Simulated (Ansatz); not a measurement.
LiH (model structure, within 0.1 Å of P6₃/mmc, No. 194, 4 atoms in the cell)

All values below come from dielectric-dependent PBEsol hybrid (Ansatz, a quantum-chemistry and plane-wave program, PAW).

Settings: plane-wave cutoff 460 eV, 9×9×6 k mesh (along the axes of the cell as run), Fermi–Dirac smearing 0.01 eV, scalar-relativistic PAW data made under PBE.

Cell (relaxed with PBEsol):

```cif
data_H2Li2
_chemical_formula_sum 'Li2 H2'
_space_group_name_H-M_alt 'P 1'
_space_group_IT_number 1
_cell_length_a 3.23329
_cell_length_b 3.23329
_cell_length_c 4.04368
_cell_angle_alpha 90.000
_cell_angle_beta 90.000
_cell_angle_gamma 120.000
loop_
_space_group_symop_operation_xyz
  'x, y, z'
loop_
_atom_site_label
_atom_site_type_symbol
_atom_site_fract_x
_atom_site_fract_y
_atom_site_fract_z
_atom_site_occupancy
Li1 Li 0.66667 0.33333 0.06248 1
Li2 Li 0.33333 0.66667 0.56248 1
H1 H 0.66667 0.33333 0.56272 1
H2 H 0.33333 0.66667 0.06272 1
```

- band gap = 3.28 eV (on the SCF k mesh)

Static lattice: no zero-point or thermal effects.

Cost on a shared machine: roughly 110 core-seconds.

A model structure was made by putting elements into a prototype or built by hand; it is no filed structure, need not be a known phase, and can be a saddle point held by its symmetry.
